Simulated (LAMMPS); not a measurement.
LAMMPS 22 Jul 2025, classical MD, MEAM (library.meam): Si, 10648 atoms.

```yaml
task: MD, nve
potential: MEAM, library.meam
copies_of_the_repeat_unit: 11×11×11
shape (slab and sphere leave vacuum in the box): bulk
steps: 2000
timestep: 1 fs
thermo: 50
newton: on (default)
atom_modify sort (bins of 2 Å where set): 1000 (default)
comm_style: brick (default)
box: 59.7 × 59.7 × 59.7 Å
start: generated diamond lattice, warmed in an untimed run
```

All runs start from one configuration, warmed at this fixed volume for 1000 steps under a thermostat at 1200 K. The run at a skin of 2 Å has a mean temperature of 1200 K and a mean pressure of 3.8 GPa.

One run each, on a shared machine, so no times are given.

With neigh_modify every 1 delay 0 check yes, skins of 0.1, 0.3, 0.5, 1, 1.5, 2, 3 Å were run. Further schedules:
- skin 1 Å, every 1 delay 10 check yes
- skin 0.3 Å, every 1 delay 10 check yes
- skin 0.3 Å, every 20 delay 0 check no
- skin 0.3 Å, every 10 delay 0 check yes
- skin 2 Å, every 1 delay 10 check yes
- skin 2 Å, every 100 delay 0 check no
- skin 2 Å, every 10 delay 0 check yes

A schedule rebuilds too seldom if it shows a dangerous build, rebuilds less often than the check at every step does at that skin, or fails.

Task: How often does the distance check rebuild the lists at each skin, and which schedules rebuild too seldom?

Result: With the check at every step the rebuilds are 997 at 0.1 Å, 339 at 0.3 Å, 205 at 0.5 Å, 91 at 1 Å, 42 at 1.5 Å, 4 at 2 Å, 0 at 3 Å. Too seldom: skin 0.3 Å, every 1 delay 10 check yes; skin 0.3 Å, every 20 delay 0 check no; skin 0.3 Å, every 10 delay 0 check yes; skin 2 Å, every 10 delay 0 check yes.

```
setting                                 rebuilds  dangerous builds  list entries an atom  change of the total energy (meV/atom)
--------------------------------------  --------  ----------------  --------------------  -------------------------------------
skin 0.1 Å, every 1 delay 0 check yes        997                 —                  15.7                                −0.0015
skin 0.3 Å, every 1 delay 0 check yes        339                 —                  17.0                                −0.0015
skin 0.5 Å, every 1 delay 0 check yes        205                 —                  21.7                                −0.0015
skin 1 Å, every 1 delay 0 check yes           91                 —                  28.0                                −0.0015
skin 1.5 Å, every 1 delay 0 check yes         42                 —                  32.0                                −0.0015
skin 2 Å, every 1 delay 0 check yes            4                 —                  42.5                                −0.0015
skin 3 Å, every 1 delay 0 check yes            0                 —                  75.4                                −0.0015
skin 1 Å, every 1 delay 10 check yes          91                 0                  28.0                                −0.0015
skin 0.3 Å, every 1 delay 10 check yes       200               200                  17.0                                −0.0015
skin 0.3 Å, every 20 delay 0 check no        100       not counted                  17.0                                −0.0015
skin 0.3 Å, every 10 delay 0 check yes       200               200                  17.0                                −0.0015
skin 2 Å, every 1 delay 10 check yes           4                 0                  42.5                                −0.0015
skin 2 Å, every 100 delay 0 check no          20       not counted                  42.5                                −0.0015
skin 2 Å, every 10 delay 0 check yes           2                 0                  42.5                                −0.0015
```

Where the energy changes as in the checked runs, the late rebuilds cost nothing that shows in this run. List entries are as LAMMPS prints them (Ave neighs/atom).
